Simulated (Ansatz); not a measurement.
## KZnF3 under a change: isotropic strain +3.00 %

Start from KZnF$_{3}$ in the cubic perovskite structure (space group Pm-3m, No. 221; a = 4.127 Å).

Modification: the cell is scaled by 1.0300 in all directions, atoms relaxed at fixed cell.

The values are results of PBE in Ansatz (plane waves to 420 eV, PAW, scalar-relativistic without spin-orbit coupling), not measurements. k-mesh 8×8×8 (Γ-centred); smearing 0.05 eV (Fermi–Dirac).

- Volume per atom = 15.37 Å³ (base 14.06 Å³)
- Shortest interatomic distance = 2.126 Å (base 2.064 Å)
- Energy relative to the base (free energy F) = +22 meV/atom
- Band gap = 3.48 eV (base 3.71 eV)
- Gap character = indirect, R → Γ (base indirect, R → Γ)
- Smallest direct gap = 4.55 eV (base 5.22 eV)
- Mean gap deformation potential ΔEg/Δln V = -2.6 eV
- Width of the top valence band = 1.09 eV (base 1.51 eV)
- Electron mass = 0.44 mₑ (at Γ) (base 0.44 mₑ (at Γ))

Final structure:

```
KZnF3
1.0
    4.25129     0.00000     0.00000
    0.00000     4.25129     0.00000
    0.00000     0.00000     4.25129
K Zn F
1 1 3
Direct
  0.00000   0.00000   0.00000
  0.50000   0.50000   0.50000
  0.50000   0.00000   0.50000
  0.00000   0.50000   0.50000
  0.50000   0.50000   0.00000
```

Cost of the whole job for the changed cell (relaxation, final SCF and bands): roughly 17 core-seconds.

Effective masses come from finite differences of ±0.01 Å⁻¹. Stability against distortions was not tested. Many cubic perovskites are stable only at high temperature; tilts and polar distortions were not tested.

Ansatz is a first-principles code.
